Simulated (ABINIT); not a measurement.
A self-consistent single point of Be (P-1, 2 atoms in the cell) with ABINIT.

Computed with PBE, PAW (JTH v2.0 PBE PAW) (plane waves; ABINIT).

The change in words: lattice scaled by 0.98. Reference geometry:
```
CELL_PARAMETERS angstrom
      2.26478     0.00000     0.00000
     -1.13239     1.96136     0.00000
      0.00000     0.00000     3.57410
ATOMIC_POSITIONS crystal
  Be 0.33279 0.66981 0.75034
  Be 0.66721 0.33019 0.24966
```

Reference input (self-consistent single point, DFT, PBE, plane waves, PAW (JTH v2.0 PBE PAW)): pseudos = [Be.GGA_PBE-JTH.xml]; ecut = 544 eV; pawecutdg = 1088 eV; pawxcdev = 0; occopt = 7; tsmear = 0.272 eV; ngkpt = 13 13 8; nshiftk = 1; shiftk = 0 0 0; potentials = JTH v2.0 PBE PAW; nband = 9; kptopt = 1. This run's input differs from it in these lines:

```diff
@@ -3,6 +3,6 @@
 pseudos "Be.GGA_PBE-JTH.xml"
-acell 2.2647800000 2.2647799879 3.5741000000 Angstrom
+acell 2.2194840000 2.2194844094 3.5026180000 Angstrom
 rprim
          1.0000000000    0.0000000000    0.0000000000
-        -0.5000000027    0.8660254022    0.0000000000
+        -0.4999999078    0.8660254570    0.0000000000
          0.0000000000    0.0000000000    1.0000000000
```

The program printed (abridged):

```
--- !BeginCycle
solver: {iscf: 17, nstep: 50, nline: 4, wfoptalg: 10, }
tolerances: {tolvrs: 1.00E-12, }
...

     iter   Etot(hartree)      deltaE(h)  residm     nres2
 ETOT  1  -28.900460843198    -2.890E+01 3.417E+01 1.580E-01
 ETOT  2  -29.538766208897    -6.383E-01 7.631E-02 7.212E-02
 ETOT  3  -29.538003802143     7.624E-04 3.445E-02 2.450E-02
 ETOT  4  -29.537768037635     2.358E-04 8.015E-03 1.822E-04
 ETOT  5  -29.537763762682     4.275E-06 9.670E-04 2.921E-06
 ETOT  6  -29.537763776396    -1.371E-08 8.642E-04 1.387E-07
 ETOT  7  -29.537763776075     3.209E-10 4.512E-04 8.094E-09
 ETOT  8  -29.537763775921     1.542E-10 1.181E-03 1.289E-10
 ETOT  9  -29.537763775922    -4.192E-13 4.340E-04 6.841E-12
 ETOT 10  -29.537763775922     0.000E+00 5.901E-04 1.318E-13
 At SCF step   10       nres2   =  1.32E-13 < tolvrs=  1.00E-12 =>converged.

 Cartesian components of stress tensor (hartree/bohr^3)
  sigma(1 1)= -2.70271927E-04  sigma(3 2)= -1.43330156E-07
  sigma(2 2)= -2.94506869E-04  sigma(3 1)=  1.06945978E-07
  sigma(3 3)= -2.09896197E-04  sigma(2 1)= -9.62934187E-06

 ----iterations are completed or convergence reached----

 reduced coordinates (array xred) for    2 atoms
       0.332790000000      0.669807000000      0.750339000000
       0.667210000000      0.330193000000      0.249661000000
 cartesian forces (eV/Angstrom) at end:
    1      0.03670734162368    -0.04883442417816    -0.02184382938211
    2     -0.03670734162368     0.04883442417816     0.02184382938211
 frms,max,avg= 3.7458345E-02 4.8834424E-02   0.000E+00  0.000E+00  0.000E+00 e/A
   [... lines left out ...]
 Fermi (or HOMO) energy (eV) =   7.55285   Average Vxc (eV)= -10.99467
   [... lines left out ...]
'-kT*entropy'       : -2.11822717979872E-04
total_energy        : -2.95377634898337E+01
total_energy_eV     : -8.03763420687757E+02
...

-Cartesian components of stress tensor (GPa)         [Pressure=  7.5972E+00 GPa]
- sigma(1 1)= -7.95167327E+00  sigma(3 2)= -4.21691807E-03
- sigma(2 2)= -8.66468978E+00  sigma(3 1)=  3.14645877E-03
- sigma(3 3)= -6.17535829E+00  sigma(2 1)= -2.83304971E-01

 Calculation completed.
```

The run converged in 10 iterations. Against the reference run the free energy rises by 10.0 meV/atom, the pressure goes from -0.53 to 7.60 GPa and the largest force goes from 0.059 to 0.065 eV/Å.

The starting cell comes from a database of computed structures (which also holds hypothetical and non-ambient phases and stackings), without a prior relaxation at this level. Its atoms were displaced at random from the sites of space group no. 194. For this run, on top of that: lattice scaled by 0.98. With a pressure of about 8 GPa the cell is away from its equilibrium volume at this level.

Cost on one core of a shared machine: roughly 4 min.
